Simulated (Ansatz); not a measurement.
We consider Mo₃AlC (model structure, started from the Ni3MgC type, Pm-3m, No. 221, 5 atoms in the cell), described by r²SCAN in Ansatz (PAW).

Settings: plane-wave cutoff 560 eV, 14×14×14 k mesh, Fermi–Dirac smearing 0.05 eV, no spin polarisation, scalar-relativistic PAW data made under PBE.

Cell (relaxed at this level):

Space group Pm-3m (No. 221); a = b = c = 4.1309 Å, α = β = γ = 90.00°

| atom | site | symmetry | x | y | z |
|---|---|---|---|---|---|
| Al | 1a | m-3m | 0.0000 | 0.0000 | 0.0000 |
| Mo | 3c | 4/mm.m | 0.0000 | 0.5000 | 0.5000 |
| C | 1b | m-3m | 0.5000 | 0.5000 | 0.5000 |

**Question.** Predict the bulk modulus B0.

**Answer.** 
* **bulk modulus B0**: 246 GPa

Note: the run has no spin polarisation, so it can have missed a magnetic state; the bulk modulus is −V dP/dV from two relaxed cells at ±2 % in volume; the relaxation could raise the start's symmetry but not lower it, so the cell can be a saddle point.

Static lattice: no zero-point or thermal effects.

It cost about 2.5 core-minutes (a rough figure) of CPU time.

A model structure was made by putting elements into a prototype or built by hand; it is no filed structure, need not be a known phase, and can be a saddle point held by its symmetry.

Ansatz is a quantum-chemistry and plane-wave program.
